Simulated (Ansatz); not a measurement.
Take Pd in the fcc (Cu type) structure (space group Fm-3m, No. 225) as the base.

```
CELL_PARAMETERS angstrom
      0.00000     1.93777     1.93777
      1.93777     0.00000     1.93777
      1.93777     1.93777     0.00000
ATOMIC_POSITIONS crystal
  Pd 0.00000 0.00000 0.00000
```

The values are results of PBEsol (Ansatz, a quantum-chemistry and plane-wave program, PAW, no SOC), earlier PAW set, not measurements.

One change was made to it. Results:

The band gap is still zero; the lattice parameter a goes up by 3.2 pm (387.6 pm → 390.8 pm).

What was done to the base?
A. Pd → Os
B. Pd → Ni
C. Pd → S
D. Pd → Ir

C, Pd → S. For comparison, the lattice parameter a in the other runs: Pd → Os gives 382.1 pm; Pd → Ir gives 383.0 pm; Pd → Ni gives 346.3 pm.

Other magnetic orders, which the real material may have, were not ruled out. Stability against distortions was not tested. As relaxed here, S is a hypothetical phase, not in the database extracts checked. Spin-polarised in the final run: Ni; the other runs are not. This is not the structure that Os has at room temperature and ambient pressure.
